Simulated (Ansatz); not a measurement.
The starting structures come from a database of crystals and need not be the phases stable at ambient conditions.

Inside the gap of an insulator the Bloch states are evanescent, with a wavenumber k + iκ along the transport direction.

Given:

```xyz
10
Lattice="5.5223 0.0000 0.0000 0.0000 5.5223 0.0000 2.7612 -2.7612 3.9226" Properties=species:S:1:pos:R:3 pbc="T T T"
Sr     2.7612     0.0000     1.9613
Sr     5.5223     2.7612     1.9613
Ti     0.0000     0.0000     0.0000
Ti     2.7612     2.7612     0.0000
O      1.2648     1.4963     0.0000
O      4.2575     4.0260     0.0000
O      6.7872    -1.4963     3.9226
O      1.4963     4.2575     0.0000
O      2.7612     2.7612     1.9613
O      5.5223     0.0000     1.9613
```

The cell is taken as given; by r2SCAN it stands under a pressure of -0.8 GPa.

Transport runs along the normal of the first two printed cell vectors, the (001) plane of the conventional cell.

The gap is the functional's own, uncorrected, and κ follows it; spin-orbit coupling is left out. Mid-gap means the computed energy nearest the middle.

Question: State the band gap and the smallest decay constant κ at mid-gap according to r2SCAN (Ansatz, a program for electronic structure).

Answer: Gap 2.33 eV on a 8×8×8 mesh; κ = 0.259 1/Å, at the zone centre.
